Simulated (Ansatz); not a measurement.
Worked example: zone-centre phonon calculation of Mg3Au (P6_3/mmc, 8 atoms in the cell) in Ansatz (a quantum-chemistry and plane-wave program).

Level of theory: LDA (PW92), default PAW files made with PBE (plane waves; Ansatz).

```
Mg3Au
1.0
    4.64986     0.00000     0.00000
   -2.32493     4.02690     0.00000
    0.00000     0.00000     8.45142
Mg Au
6 2
Direct
  0.00000   0.00000   0.25000
  0.00000   0.00000   0.75000
  0.33333   0.66667   0.92263
  0.66667   0.33333   0.07737
  0.66667   0.33333   0.42263
  0.33333   0.66667   0.57737
  0.33333   0.66667   0.25000
  0.66667   0.33333   0.75000
```

Reference input (self-consistent single point, DFT, LDA (PW92), plane waves, default PAW files made with PBE): basis.ecutwfc = 420 eV; kpoints.mp_grid.grid = 7 7 3; hamiltonian.xc = lda; hamiltonian.pseudopotentials = {kind: paw} (the program's default PAW files); scf.occupations.method = gaussian; scf.occupations.width = 0.1 eV. This run's input differs from it in these lines:

Ansatz 0.2 input:
```diff
@@ -17,3 +17,3 @@
 kpoints:
-  mp_grid: { grid: [7, 7, 3] }
+  mp_grid: { grid: [12, 12, 6] }
 hamiltonian:
@@ -23,6 +23,4 @@
   occupations: { method: gaussian, width: 0.1 }
-output:
-  forces: true
-  eigenvalues: true
-  stress: true
+phonons:
+  method: dfpt
```

Output (repeated stretches shortened):

```
SCF iter   1: F=—  HF=-37142.994527 eV  |F-HF|=—  |Δ(HF+E_count)|=         —  Δρ=6.51e-3  dr2=2.34e-2  ethr=1.77e-3  ⟨swp⟩=8.3  Hψ=55970  notcnv=0  defer=203
all-band conjugate gradients solve this SCF's bands
preconditioner: auto → Kerker (q_TF=auto, 2.519 Å⁻¹)
SCF iter   2: F=—  HF=-37142.971031 eV  |F-HF|=—  |Δ(HF+E_count)|=   2.35e-2  Δρ=2.66e-3  dr2=5.53e-3  ethr=2.39e-5  ⟨swp⟩=2.0  Hψ=25176  notcnv=0  defer=301
   [... lines left out ...]
SCF iter   9: F=—  HF=-37142.968810 eV  |F-HF|=—  |Δ(HF+E_count)|=   1.13e-9  Δρ=4.80e-7  dr2=2.71e-10  ethr=5.59e-12  ⟨swp⟩=2.0  Hψ=23629  notcnv=0  defer=301
SCF iter  10: F=—  HF=-37142.968810 eV  |F-HF|=—  |Δ(HF+E_count)|=  2.18e-10  Δρ=1.71e-7  dr2=5.26e-11  ethr=1.00e-12  ⟨swp⟩=2.0  Hψ=20821  notcnv=0  defer=301
SCF iter  11: F=-37142.968810 eV  HF=-37142.968810 eV  |F-HF|=7.28e-12  |Δ(HF+E_count)|=  2.18e-11  Δρ=2.89e-8  dr2=1.31e-12  ethr=1.00e-12  ⟨swp⟩=10.7  Hψ=76511  notcnv=0
SCF 1 converged in 11 iterations: F = -37142.968810 eV  dr2 = 1.31e-12
DFPT response loops at Γ: preconditioner auto → Kerker (q_TF=auto, 2.519 Å⁻¹) (partly filled bands, converged f_vac=0.000) …
the run's response loops start from zero, take more passes and end by a threshold …
Free energy (F): -37142.968810 eV
Internal energy: -37142.957016 eV  (E = F + TS)
E sigma→0 (E₀):  -37142.962913 eV
Entropy (-TS):   -0.011794 eV (-1.474 meV/atom)
Fermi energy:    9.250294 eV
   [... lines left out ...]
  ASR residual per site (eV/Å²): 7.97e-5 7.97e-5 2.35e-5 2.35e-5 2.35e-5 2.35e-5 4.42e-5 4.42e-5
  Γ frequencies (cm⁻¹): 0.00 0.00 0.00 52.49 52.49 69.73 115.98 119.94 119.94 121.13 127.57 127.57 190.80 204.25 204.25 219.62 223.63 223.63 260.23 273.44 273.44 282.79 285.54 285.54
  non-analytic LO–TO correction: not included (Born effective charges unavailable; polar crystals: no LO–TO splitting at Γ)
```

The run converged in 11 iterations. 

Summary of the result:
- Free energy E − TS (on the zero of these files): -37142.9688 eV
- Fermi level (on the code's own zero): 9.25 eV
- Zone-centre frequencies (cm⁻¹; negative means imaginary): 0, 0, 0, 52, 52, 70, 116, 120, 120, 121, 128, 128, 191, 204, 204, 220, 224, 224, 260, 273, 273, 283, 286, 286

The starting cell comes from a database of computed structures (which also holds hypothetical and non-ambient phases and stackings), without a prior relaxation at this level. Its lattice was rescaled by up to half a per cent.

Cost on one core of a shared machine: roughly 40 min.
